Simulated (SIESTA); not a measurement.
Energy from pressure between two volumes: Li (Im-3m, 1 atom in the cell)

```
Li
1.0
   -1.75023     1.75023     1.75023
    1.75023    -1.75023     1.75023
    1.75023     1.75023    -1.75023
Li
1
Direct
  0.00000   0.00000   0.00000
```

Method of the run: GGA PBEsol, numerical atomic orbitals DZP, PseudoDojo PBEsol standard norm-conserving potentials (rewritten from UPF to PSML) in SIESTA 5.4.2.

Settings: XC.functional = GGA; XC.authors = PBEsol; potentials = PseudoDojo PBEsol standard; PAO.BasisSize = DZP; PAO.EnergyShift = 0.01 Ry; MeshCutoff = 720 Ry; kgrid.MonkhorstPack = 13 13 13; OccupationFunction = MP; OccupationMPOrder = 0; ElectronicTemperature = 100 meV. This cutoff ends a ladder whose last two steps agree within 1 meV/atom.

The second cell is the first with its lattice scaled by 0.98, at the same fractional positions.

The starting cell has typed, rounded lattice constants, without a prior relaxation at this level. Its lattice was rescaled by up to half a per cent. Values carry the incompleteness of an atom-centred basis.

| cell | volume (Å³/atom) | pressure (GPa) | F less the first cell's (meV/atom) |
|---|---|---|---|
| first | 21.4461 | -0.64 | 0.00 |
| second | 20.1849 | 0.42 | ? |

Estimate the energy of the second cell from the pressures, and the bulk modulus between the two volumes.

With P = −dF/dV, the trapezoid gives ΔF ≈ −(P₁ + P₂)/2 · ΔV = −(-0.110 GPa) · (-1.2612 Å³) = -0.87 meV/atom (1 eV/Å³ = 160.22 GPa). The modulus at fixed fractional positions is B = −ΔP/Δln V = 17 GPa, a mean over the interval. P(V) is curved, so the trapezoid lies high by about |ΔV|³·B·(1 + B′)/(12·V̄²) = 0.21 meV/atom for an assumed B′ = 4, which leaves -1.08 meV/atom. The runs gave -1.10 meV/atom, a miss of 0.02 meV/atom. Cases were kept where this miss is small, so the page shows the method and is no test of it.

Left out of this page: 15 runs of the series outside the window shown, repeating another row's setting, or not comparable.
